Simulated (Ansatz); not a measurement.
Given:

```xyz
6
Lattice="3.1377 0.0000 0.0000 -1.5688 2.7173 0.0000 0.0000 0.0000 11.8171" Properties=species:S:1:pos:R:3 pbc="T T T"
Mo     0.0000     1.8115     2.9543
Mo     1.5688     0.9058     8.8628
S      0.0000     1.8115     7.3050
S      1.5688     0.9058     1.3964
S      1.5688     0.9058     4.5121
S      0.0000     1.8115    10.4207
```

No spin polarisation.

Level of theory: Ansatz (an electronic-structure program) r2SCAN+rVV10, without spin-orbit coupling. Settings: 12×12×3 k-points, 0.05 eV Fermi–Dirac smearing.

Problem. Predict the valence-band top at Γ, width of the top valence band, hole mass and band gap.

Solution. Valence-band top at Γ (three highest levels, from the VBM): 0.00, -1.12, -1.48 eV
Width of the top valence band: 1.89 eV
Hole mass: 1.0 mₑ along c, 0.50 mₑ across (at Γ)
Band gap: 0.72 eV

Load acts through the strain it causes; cell and atoms are relaxed under it. Effective masses come from finite differences of ±0.01 Å⁻¹. Stability against distortions was not tested. The cell was made from MoS$_{2}$ in the 2H-MoS2 type structure (space group P6_3/mmc, No. 194; layered, stacked along the Cartesian z axis) by this change: pressure 4.5 GPa.
